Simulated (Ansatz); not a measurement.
Base system: SnTe in the rock salt structure (space group Fm-3m, No. 225).

```xyz
2
Lattice="0.0000 3.2046 3.2046 3.2046 0.0000 3.2046 3.2046 3.2046 0.0000" Properties=species:S:1:pos:R:3 pbc="T T T"
Te     0.0000     0.0000     0.0000
Sn     3.2046     3.2046     3.2046
```

Calculations: PBE (Ansatz, a first-principles code, PAW, without spin-orbit coupling).

Base values:

The band gap is 0.05 eV and the volume per atom comes out as 32.91 Å³.

Modification: every Sn is replaced by H; the structure is relaxed again.

Tabulated Pauling electronegativity and covalent radius: Sn 1.96, 1.39 Å; H 2.20, 0.31 Å.

Q: Estimate the effect on the band gap.

A: The band gap changes from 0.05 eV to zero.

Q: Predict the new volume per atom.

A: The volume per atom drops by 17.58 Å³, from 32.91 Å³ to 15.33 Å³.

With Te present, leaving out spin-orbit coupling can change the band edges. Whether these cells are dynamically stable was not tested. As relaxed here, TeH is a hypothetical phase, not in the database extracts checked. The final runs are not spin-polarised. An odd electron count without spin: TeH. A zero or small gap of SnTe can be the functional's error rather than a property of the material.
